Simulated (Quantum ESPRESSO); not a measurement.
**Habitual settings against a tight run: TlPPt5 (P4/mmm, 7 atoms in the cell)**

Self-consistent single point.

```xyz
7
Lattice="3.9944 0.0000 0.0000 0.0000 3.9944 0.0000 0.0000 0.0000 7.1874" Properties=species:S:1:pos:R:3 pbc="T T T"
Tl     1.9972     1.9972     0.0000
P      0.0000     0.0000     3.5937
Pt     0.0000     1.9972     2.1776
Pt     0.0000     1.9972     5.0098
Pt     1.9972     0.0000     2.1776
Pt     1.9972     0.0000     5.0098
Pt     0.0000     0.0000     0.0000
```

Method: PBEsol, GBRV 1.5 ultrasoft (PBESOL) pseudopotentials (plane waves; Quantum ESPRESSO 7.5).

Base settings: ecutwfc = 40 Ry; ecutrho = 320 Ry; occupations = smearing; smearing = gaussian; degauss = 0.0036749 Ry; K_POINTS = automatic 6 6 3 0 0 0; conv_thr = 1e-11 Ry; mixing_beta = 0.7.

Tight run (finer mesh or higher cutoff; not a proven limit): ecutwfc: 40 Ry → 56 Ry; ecutrho: 320 Ry → 448 Ry; conv_thr: 1e-11 Ry → 7.3e-11 Ry; K_POINTS: automatic 6 6 3 0 0 0 → automatic 9 9 5 0 0 0. It gave Fermi level (on the code's own zero) 18.86 eV; pressure -7.44 GPa; largest force (vector length) 0.046 eV/Å.

Quick runs, as changes from the base:
- A: the base itself
- B: ecutwfc: 40 Ry → 24 Ry; ecutrho: 320 Ry → 192 Ry; smearing: gaussian → methfessel-paxton; degauss: 0.0036749 Ry → 0.036749 Ry; K_POINTS: automatic 6 6 3 0 0 0 → automatic 3 3 3 1 1 1
- C: ecutwfc: 40 Ry → 32 Ry; ecutrho: 320 Ry → 256 Ry; smearing: gaussian → fermi-dirac; degauss: 0.0036749 Ry → 0.019992 Ry; K_POINTS: automatic 6 6 3 0 0 0 → automatic 6 6 6 0 0 0
- D: ecutwfc: 40 Ry → 28 Ry; ecutrho: 320 Ry → 224 Ry; conv_thr: 1e-11 Ry → 7.3e-06 Ry; K_POINTS: automatic 6 6 3 0 0 0 → automatic 4 4 4 1 1 1
- E: ecutwfc: 40 Ry → 24 Ry; ecutrho: 320 Ry → 192 Ry; K_POINTS: automatic 6 6 3 0 0 0 → automatic 1 1 1 0 0 0
- F: ecutwfc: 40 Ry → 20 Ry; ecutrho: 320 Ry → 160 Ry; smearing: gaussian → methfessel-paxton; degauss: 0.0036749 Ry → 0.0099958 Ry; conv_thr: 1e-11 Ry → 7.3e-06 Ry; K_POINTS: automatic 6 6 3 0 0 0 → automatic 2 2 2 0 0 0

Energies are extrapolated to zero smearing width, which holds to low order in the width alone (under cold and Methfessel-Paxton smearing the free energy itself is taken).

Dashes: pressure of D, F, not trusted under this conv_thr with d or f elements; time of E, F, under 30 s.

The count of work is k-points × plane waves × bands × iterations; it is no time. Core times come from one kind of shared machine and are given to one figure; runs under 30 s give none.

The starting cell comes from a database of computed structures (which also holds hypothetical and non-ambient phases and stackings), without a prior relaxation at this level. Its lattice was rescaled by a random factor within 2.5 % of one. Spin polarisation is off. In the base run, with a pressure of about -8 GPa the cell is away from its equilibrium volume at this level.

| run | energy less tight (meV/atom) | pressure less tight (GPa) | largest miss in a force vector (eV/Å) | count of work / tight | core time / tight (rough) |
|---|---|---|---|---|---|
| A | 21.0 | -0.80 | 0.005 | 0.29 | 0.4 |
| B | 836.6 | -60.19 | 0.076 | 0.041 | 0.09 |
| C | 58.1 | 0.39 | 0.015 | 0.42 | 0.4 |
| D | 129.8 | – | 0.077 | 0.033 | 0.05 |
| E | 2211.1 | -46.77 | 0.197 | 0.0076 | – |
| F | 4323.8 | – | 0.256 | 0.020 | – |

Among the runs at the tight run's level, the energy misses run from 21.0 to 4323.8 meV/atom.
